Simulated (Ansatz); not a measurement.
**Response to strain in PbSe**

Start from PbSe in the rock salt structure (space group Fm-3m, No. 225; a = 6.178 Å). Axes: x, y, z lie along the cube axes.

Strains are applied to the cell and any free atomic positions relax; under biaxial strain the out-of-plane vector relaxes too.

Method: r2SCAN (Ansatz, an electronic-structure program, PAW, no spin-orbit coupling).

| biaxial strain, plane normal [111], relaxed out of plane (%) | out-of-plane strain (%) |
|---|---|
| -2.5 | 2.57 |
| -2.08 | 2.14 |
| -1.67 | ? |
| -1.25 | 1.28 |
| -0.83 | 0.85 |
| -0.42 | 0.42 |
| 0 | 0.00 |

Q: Fit ε⊥ = −νε + γε² (strains in %) to the rows shown and predict the withheld row.

A: Least squares on the printed values gives ν = 1.02 (the biaxial Poisson response) and γ = 0.005 (largest residual 0.01 %); this predicts 1.71 %, and the run gives 1.71 %, in agreement.

Stability against distortions was not tested.
